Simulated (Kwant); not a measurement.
Model system: quantum point contact (saddle potential) in a CdTe two-dimensional gas. Effective mass 0.096 mₑ, grid spacing 15 nm, hard walls, nominal width 300 nm (19 grid rows, so walls 300 nm apart), one parabolic valley, scattering region 900 nm long along x; energies count from the band bottom; Fermi energy 0.000445 eV. Potential (V0 + ½k y²) cos²(πx/L) for |x| < L/2, with V0 swept from 0.00046725 to 0 eV, k = 1.7e-07 eV/nm², L = 430 nm.

The device is made up for the run: typed textbook-type constants, with dimensions and the other settings drawn at random.

Computed with Kwant: effective-mass tight-binding model on a square grid, one spin, coherent transport at 0 K. Conductance is in e²/h.

Question: Compare with the saddle-point formula G = Σ 1/(1 + exp(−2π(E − V0 − ħωy(n + ½))/ħωx)), taking ħωy = ħ√(k/m) and ħωx from the curvature along x of V0 plus half of the mode's confinement energy.

Answer: ħωy = 0.367 meV; at V0 = 0.379 meV the lowest mode has ħωx = 0.200 meV.

| V0 (meV) | formula | simulation |
|---|---|---|
| 0.440 | 0.0050 | 0.0045 |
| 0.379 | 0.024 | 0.024 |
| 0.318 | 0.13 | 0.14 |
| 0.257 | 0.54 | 0.57 |
| 0.196 | 0.93 | 0.93 |
| 0.135 | 1.00 | 1.00 |

The formula takes a parabolic saddle in the continuum; the run has the full potential on a grid.
